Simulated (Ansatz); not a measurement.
Take Zr in the hcp (Mg type) structure (space group P6_3/mmc, No. 194; relaxed with 0.1 eV smearing) as the base.

```
Zr
1.0
    3.24431     0.00000     0.00000
   -1.62215     2.80965     0.00000
    0.00000     0.00000     5.15800
Zr
2
Direct
  0.33333   0.66667   0.75000
  0.66667   0.33333   0.25000
```

Cartesian axes are those of the cell as printed.

All numbers come from Ansatz (a first-principles code), r2SCAN, PAW, cutoff 500 eV, scalar-relativistic without spin-orbit coupling.

Perturbation: compressive biaxial strain of 2.47 % in the plane normal to [001], as in epitaxy on a mismatched substrate; the out-of-plane cell vector and the atoms relax.

### Question
Predict the new out-of-plane strain and in-plane stress.

### Answer
The out-of-plane strain is +2.02 %; the mean in-plane stress (compression positive) comes out as +4.2 GPa.

Stability against distortions was not tested. The final runs are not spin-polarised.
